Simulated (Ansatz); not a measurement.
Input:

```xyz
6
Lattice="-1.8994 1.8994 4.9377 1.8994 -1.8994 4.9377 1.8994 1.8994 -4.9377" Properties=species:S:1:pos:R:3 pbc="T T T"
Ti     0.0000     1.8994     2.4688
Ti     0.0000     0.0000     0.0000
O      0.0000     1.8994     0.4499
O      0.0000     0.0000     7.8564
O      0.0000     0.0000     2.0189
O      0.0000     1.8994     4.4878
```

No spin polarisation.

Computed with PBE, PAW, 420 eV (Ansatz, an electronic-structure program; no spin-orbit coupling). k-mesh 12×12×12 (Γ-centred); smearing 0.05 eV (Fermi–Dirac).

Q: Predict the pressure, smallest direct gap, band gap and space group.

A: 
- Pressure (mean of the normal stresses, compression positive) = -2.77 GPa
- Smallest direct gap = 2.43 eV
- Band gap = 2.17 eV
- Space group = I4_1/amd (No. 141)

The cells carry an imposed strain or load. Stability against distortions was not tested. All final runs are without spin polarisation. The cell was made from TiO2 in the anatase structure (space group I4_1/amd, No. 141) by this change: uniaxial strain ε_zz = +1.80 %.
